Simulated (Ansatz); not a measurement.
By LDA, the system below comes out a metal.

Without scattering a metal conducts by its projected Fermi surface.

Data:

```
CELL_PARAMETERS angstrom
      4.47969     0.00000     0.00000
     -2.23985     3.87953     0.00000
      2.23985     1.29318     0.91441
ATOMIC_POSITIONS crystal
  Mo 0.00000 0.00000 0.00000
```

The cell is taken as given; by LDA it stands under a pressure of -14.0 GPa.

The current flows along the normal of the first two printed cell vectors, the (111) plane of the conventional cell. No spin-orbit coupling; the value is a mean over 0.1 eV about the Fermi level.

Q: Predict the ballistic conductance per area from LDA in Ansatz (a quantum-chemistry and plane-wave program).

A: 1.2 × 10¹⁵ S/m² for both spins.
